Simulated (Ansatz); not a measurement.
**rock-salt TiC (1 1 1) on zinc-blende BN (1 1 1) (film strained to the substrate, started from cuts of the bulks and a machine-learned relaxation; slabs B28N28 and C12Ti12, which can lie off the formulas)**

A periodic stack without vacuum, rock-salt TiC (1 1 1) on zinc-blende BN (1 1 1) (film strained to the substrate, started from cuts of the bulks and a machine-learned relaxation; slabs B28N28 and C12Ti12, which can lie off the formulas): substrate slab B28N28, film C12Ti12, surface cells [[0, -2], [2, -2]] and [[2, -1], [1, 1]], film strained by -3.4 and -3.4 %, outermost planes N/B and C/Ti as cut, which need not be the usual terminations and can put a slab off its formula.

The start was prepared with a machine-learned potential, and the result is one local minimum, with the in-plane cell held and forces under 0.04 eV/Å; the film can end far from its bulk form.

These are PBE (plane waves to 420 eV, PAW; Ansatz, a first-principles code) values and carry that method's errors. Scalar-relativistic, without spin–orbit coupling; the runs are not spin-polarised; PBE gaps are too small against experiment. Its k-point mesh 6×6×1, Fermi–Dirac width 0.05 eV.

The interface area comes out as 22.8 Å² and the period is 25.26 Å. The heights between the nearest atoms of the two slabs at the two interfaces comes out as 0.52 and 1.23 Å and the N–Ti contacts across the interfaces within 1.22 times the sum of covalent radii is 11, mean 2.20 Å. The B–C contacts across the interfaces within 1.22 times the sum of covalent radii comes out as 8, mean 1.65 Å and the B–Ti contacts across the interfaces within 1.22 times the sum of covalent radii comes out as 7, mean 2.65 Å. The estimate of the barrier is withheld, since the two interfaces are unlike and the slope of the mean potential energy in the substrate is -4.5 MV/cm × e.

```
CELL_PARAMETERS angstrom
      5.12624     0.00003     0.03742
      2.56313     4.43951    -0.00043
     -0.97837     1.54813    25.24477
ATOMIC_POSITIONS crystal
  B  0.82766 0.30766 0.08864
  B  0.35864 0.31025 0.08909
  B  0.85165 0.78313 0.08217
  B  0.32174 0.84463 0.08273
  B  0.53901 0.94552 0.16872
  B  0.03327 0.94501 0.16877
  B  0.53242 0.45493 0.17050
  B  0.03764 0.44352 0.16910
  B  0.22722 0.58731 0.25233
  B  0.72969 0.58760 0.25224
  B  0.22904 0.08585 0.25181
  B  0.72822 0.08732 0.25200
  B  0.92144 0.22690 0.33467
  B  0.42137 0.22634 0.33496
  B  0.92131 0.72721 0.33502
  B  0.42173 0.72689 0.33497
  B  0.61538 0.86589 0.41830
  B  0.11425 0.86847 0.41733
  B  0.61464 0.36627 0.41775
  B  0.11329 0.36592 0.41754
  B  0.30398 0.51165 0.49838
  B  0.80578 0.50210 0.50151
  B  0.31086 0.00423 0.50110
  B  0.81324 0.00783 0.50173
  B  0.06716 0.12555 0.59077
  B  0.47770 0.24555 0.57524
  B  0.96834 0.64297 0.58330
  B  0.48147 0.57101 0.58130
  N  0.86066 0.72690 0.02102
  N  0.25536 0.94485 0.02157
  N  0.70485 0.32144 0.03062
  N  0.44830 0.32750 0.03144
  N  0.50962 0.48368 0.11041
  N  0.02224 0.45531 0.10605
  N  0.52191 0.96701 0.10595
  N  0.00830 0.96588 0.10625
  N  0.21005 0.10424 0.18944
  N  0.70783 0.10873 0.19000
  N  0.20645 0.60749 0.19054
  N  0.71128 0.60792 0.19047
  N  0.90149 0.74763 0.27322
  N  0.40220 0.74663 0.27294
  N  0.90203 0.24695 0.27271
  N  0.40152 0.24652 0.27288
  N  0.59487 0.38630 0.35573
  N  0.09412 0.38658 0.35563
  N  0.59542 0.88642 0.35608
  N  0.09453 0.88769 0.35556
  N  0.28836 0.02643 0.43859
  N  0.79093 0.02615 0.43913
  N  0.28349 0.52942 0.43756
  N  0.78778 0.52420 0.43900
  N  0.97105 0.66471 0.52234
  N  0.47491 0.66658 0.52066
  N  0.99371 0.16162 0.52418
  N  0.48216 0.17162 0.51874
  C  0.39517 0.11429 0.61875
  C  0.80670 0.46742 0.61155
  C  0.13141 0.78858 0.61210
  C  0.47206 0.42287 0.71925
  C  0.80081 0.76500 0.71906
  C  0.13119 0.09374 0.71938
  C  0.50036 0.72848 0.82072
  C  0.83390 0.06116 0.82071
  C  0.16654 0.39464 0.82071
  C  0.53007 0.03307 0.92226
  C  0.86290 0.36299 0.92132
  C  0.20186 0.69013 0.92239
  Ti 0.45151 0.77437 0.67079
  Ti 0.78003 0.11201 0.66909
  Ti 0.11725 0.44550 0.67418
  Ti 0.48343 0.07776 0.77104
  Ti 0.81841 0.40996 0.77076
  Ti 0.15159 0.74454 0.77083
  Ti 0.51572 0.37855 0.87089
  Ti 0.84859 0.71277 0.87016
  Ti 0.18235 0.04480 0.87021
  Ti 0.55248 0.69167 0.97240
  Ti 0.89608 0.00279 0.97101
  Ti 0.19999 0.34582 0.96886
```
